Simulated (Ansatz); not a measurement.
Results of r²SCAN+rVV10 (plane waves, PAW; Ansatz, an electronic-structure program) for CsCl-type CoGa.

Settings: plane-wave cutoff 500 eV, 20×20×20 k mesh, Fermi–Dirac smearing 0.1 eV, no spin polarisation, scalar-relativistic PAW data made under PBE.

Computed at the level's own relaxed cell.

Problem. Give the computed equilibrium volume per atom and equilibrium lattice constant a.

Solution. 
- equilibrium volume per atom: 11.41 Å³/atom
- equilibrium lattice constant a: 2.836 Å

Measured, for comparison: lattice constant a 2.878 Å (temperature not stated, copied from a table, unchecked, no zero-point or thermal correction; as tabulated in Monatshefte fuer Chemie und verwandte Teile anderer Wissenschaften 123, 509 (1992)). Computed (rounded) less measured: lattice constant a not scored (unchecked). A static lattice is as a rule a little smaller and stiffer than an uncorrected measurement, which narrows the difference in the lattice constant a and would widen misses of the other sign.

Computed values are for the static lattice.

Computing time: about 110 core-seconds (a rough figure).
